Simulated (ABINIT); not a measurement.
Worked example: self-consistent single point of FeO (Fm-3m, 2 atoms in the cell) in ABINIT.

Level of theory: PBE, PAW (JTH v2.0 PBE PAW) (plane waves; ABINIT 10.0.3).

The change in words: lattice scaled by 0.98. Reference geometry:
```yaml
crystal:
  lattice:
    - [0.00000, 2.13377, 2.13377]
    - [2.13377, 0.00000, 2.13377]
    - [2.13377, 2.13377, 0.00000]
  atoms:
    - { symbol: Fe, position: [0.00000, 0.00000, 0.00000], spin: 4.0 }
    - { symbol: O, position: [0.50000, 0.50000, 0.50000] }
```
(The spins are starting values, not results.)

Reference input (self-consistent single point, DFT, PBE, plane waves, PAW (JTH v2.0 PBE PAW)): pseudos = [Fe.GGA_PBE-JTH.xml, O.GGA_PBE-JTH.xml]; ecut = 30 Ha; pawecutdg = 60 Ha; pawxcdev = 0; ixc = 11; nsppol = 2; occopt = 3; tsmear = 0.00367493 Ha; ngkpt = 18 18 18; nshiftk = 1; shiftk = 0 0 0; potentials = JTH v2.0 PBE PAW. This run's input differs from it in these lines:

```diff
@@ -5,5 +5,5 @@
 rprim
-        -0.0000000000    2.1337720000    2.1337720000
-         2.1337720000    0.0000000000    2.1337720000
-         2.1337720000    2.1337720000   -0.0000000000
+         0.0000000000    2.0910970000    2.0910970000
+         2.0910970000    0.0000000000    2.0910970000
+         2.0910970000    2.0910970000    0.0000000000
 natom 2
```

Output, abridged:

```
--- !BeginCycle
solver: {iscf: 17, nstep: 50, nline: 4, wfoptalg: 10, }
tolerances: {tolvrs: 1.00E-12, }
...

     iter   Etot(hartree)     deltaE(h) residm    nres2    magn
 ETOT  1  -138.85892602911    -1.39E+02 3.53E+01 6.51E+02 1.714
 ETOT  2  -142.65041521670    -3.79E+00 2.25E-01 2.37E+03 0.078
 ETOT  3  -140.54395119620     2.11E+00 1.21E+00 3.35E+01 2.727
 ETOT  4  -140.57448726096    -3.05E-02 1.57E-01 2.63E+01 2.861
 ETOT  5  -140.57005756531     4.43E-03 5.75E-02 8.66E+00 3.214
   [... 15 lines left out ...]
 ETOT 21  -140.57312392735     1.53E-12 1.35E-04 3.01E-10 3.948
 ETOT 22  -140.57312392735    -7.67E-13 3.25E-04 2.46E-11 3.948
 ETOT 23  -140.57312392735     4.26E-13 1.18E-04 2.03E-12 3.948
 ETOT 24  -140.57312392735     1.14E-13 2.76E-04 3.40E-14 3.948
 At SCF step   24       nres2   =  3.40E-14 < tolvrs=  1.00E-12 =>converged.

 Cartesian components of stress tensor (hartree/bohr^3)
  sigma(1 1)= -6.35976435E-04  sigma(3 2)=  0.00000000E+00
  sigma(2 2)= -6.35976435E-04  sigma(3 1)=  0.00000000E+00
  sigma(3 3)= -6.35976435E-04  sigma(2 1)=  0.00000000E+00

 Integrated electronic and magnetization densities in atomic spheres:
 Radius=ratsph(iatom), smearing ratsm=  0.0000. Diff(up-dn)=approximate z local magnetic moment.
 Atom    Radius    up_density   dn_density  Total(up+dn)  Diff(up-dn)
    1   2.11532     8.901731     5.356845     14.258576     3.544886
    2   1.41465     2.426572     2.133355      4.559927     0.293217
  Sum:             11.328303     7.490200     18.818503     3.838103
 Total magnetization (from the atomic spheres):             3.838103
   [... lines left out ...]
 Total magnetization (exact up - dn):                       3.947670
 Fermi (or HOMO) energy (hartree) =   0.35256   Average Vxc (hartree)=  -0.45661
   [... lines left out ...]
'-kT*entropy'       : -1.71868176280283E-03
total_energy        : -1.40573123886789E+02
total_energy_eV     : -3.82518923448274E+03
...

-Cartesian components of stress tensor (GPa)         [Pressure=  1.8711E+01 GPa]
- sigma(1 1)= -1.87110696E+01  sigma(3 2)=  0.00000000E+00
- sigma(2 2)= -1.87110696E+01  sigma(3 1)=  0.00000000E+00
- sigma(3 3)= -1.87110696E+01  sigma(2 1)=  0.00000000E+00

 Calculation completed.
```

The run converged in 24 iterations. Against the reference run the free energy goes up by 44.1 meV/atom, the pressure goes from 4.92 to 18.71 GPa and the size of the net moment hardly changes (2.00 to 1.97 μB/atom).

The starting cell comes from a database of computed structures (which also holds hypothetical and non-ambient phases and stackings), without a prior relaxation at this level. Its lattice was rescaled by a random factor within 2.5 % of one. For this run, on top of that: lattice scaled by 0.98. With one magnetic atom in the cell only a parallel order is possible. With a pressure of about 19 GPa the cell is away from its equilibrium volume at this level.

Cost on one core of a shared machine: roughly 8 min.
